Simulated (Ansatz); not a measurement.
Base system: PbSe in the rock salt structure (space group Fm-3m, No. 225).

```
CELL_PARAMETERS angstrom
      0.00000     3.08885     3.08885
      3.08885     0.00000     3.08885
      3.08885     3.08885     0.00000
ATOMIC_POSITIONS crystal
  Se 0.00000 0.00000 0.00000
  Pb 0.50000 0.50000 0.50000
```

Cartesian axes are those of the cell as printed.

Method: r2SCAN in Ansatz (plane waves to 500 eV, PAW, spin-orbit coupling left out), earlier PAW set.

Strains are applied to the cell and any free atomic positions relax; under biaxial strain the out-of-plane vector relaxes too.

One change was made to it. Results:

```tsv
quantity	base	after
band gap	0.67 eV	0.71 eV
energy relative to the base (free energy F)	0 meV/atom	+1.4 meV/atom
```

Question: Which change produced these results?
(A) biaxial strain +0.74 %, plane normal [001], relaxed out of plane
(B) uniaxial strain ε_zz = −4.93 %
(C) isotropic strain +2.00 %
(D) strain tensor (xx, yy, zz, yz, xz, xy) = (+0.09, −0.95, −0.35, +1.18, −1.78, +0.38) %

Answer: A, biaxial strain +0.74 %, plane normal [001], relaxed out of plane. For comparison, the band gap in the other runs: strain tensor (xx, yy, zz, yz, xz, xy) = (+0.09, −0.95, −0.35, +1.18, −1.78, +0.38) % gives 0.34 eV; uniaxial strain ε_zz = −4.93 % gives 0.41 eV; isotropic strain +2.00 % gives 0.85 eV.

Spin-orbit coupling, missing from the scalar runs, can matter with Pb. Stability against distortions was not tested.

Ansatz is a first-principles code.
